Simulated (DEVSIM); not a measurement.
Device: illuminated Ge n-on-p cell, one wavelength, with a back-surface field, at 300 K.

Layer 1 from the left is Ge, thickness (μm) 0.100, Nd (cm⁻³) 1.1e18, τn (s) 1.6e-7, τp (s) 2.4e-7, absorption coefficient (cm⁻¹) 1500. Layer 2 from the left is Ge, thickness (μm) 20.0, Na (cm⁻³) 4.7e16, τn (s) 8e-6, τp (s) 8e-6, absorption coefficient (cm⁻¹) 1500. Layer 3 from the left is Ge, thickness (μm) 0.140, Na (cm⁻³) 1.3e18, τn (s) 8e-5, τp (s) 8e-6, absorption coefficient (cm⁻¹) 1500.

Left contact: ohmic, minority hole recombination velocity 4e5 cm/s. Right contact: ohmic, minority electron recombination velocity 50 cm/s. Voltage is applied to the left contact. Recombination: SRH at mid-gap, radiative, Auger. Light enters at the left, 4.6e17 photons cm⁻² s⁻¹, one pass, no reflection. Mobility is μmin + (μ − μmin)/(1 + (N/Nref)^α).

The device is made up for the run: typed textbook-type constants, with dimensions and the other settings drawn at random. Values at 300 K.

Ge: gap (eV) 0.664, affinity (eV) 4, permittivity 16, Nc (cm⁻³) 1.04e19, Nv (cm⁻³) 6e18, μn (cm²/Vs) 3900, μp (cm²/Vs) 1900, μn,min 150, μp,min 100, Nref,n 2.6e17, Nref,p 4e17, αn 0.56, αp 0.6, B (cm³/s) 6.4e-14, Cn (cm⁶/s) 1e-31, Cp (cm⁶/s) 1e-31.

DEVSIM, 1D drift-diffusion, Boltzmann statistics, complete ionisation; no tunnelling, impact ionisation, image-force lowering or self-heating.

Question: What does the simulation give for the dark forward voltage at 1 A/cm², the fill factor, the short-circuit current, the dark forward voltage at 100 A/cm²?

Answer: dark forward voltage at 1 A/cm² 0.278 V; fill factor 0.65; short-circuit current 70.0 mA/cm²; dark forward voltage at 100 A/cm² 0.408 V.
